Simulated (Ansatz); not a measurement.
The reference is Ir in the fcc (Cu type) structure (space group Fm-3m, No. 225; relaxed with 0.1 eV smearing).

```
Ir
1.0
    0.00000     1.91555     1.91555
    1.91555     0.00000     1.91555
    1.91555     1.91555     0.00000
Ir
1
Direct
  0.00000   0.00000   0.00000
```

Cartesian axes are those of the cell as printed.

Computed with DFT with PBEsol, PAW potentials and a 420 eV plane-wave cutoff in Ansatz (a quantum-chemistry and plane-wave program), spin-orbit coupling left out.

It is then changed as follows: every lattice vector is shortened by 2.00 %, atoms relaxed at fixed cell.

Predict the stress tensor and what it implies for the stiffness.

Stress of the strained cell less that of the base (GPa, compression positive):
```
   27.2     0.0     0.0
    0.0    27.2     0.0
    0.0     0.0    27.2
```

Then B = −ΔP/(ΔV/V₀) with ΔV/V₀ = -0.0588 gives secant stiffness values (nonlinear terms included at this strain): B ≈ 463 GPa.

As a check, the harmonic strain energy −½ V₀ Δσ:ε is 72 meV/atom; the computed energy rise is 66 meV/atom.

Stability against distortions was not tested. The final runs are not spin-polarised.
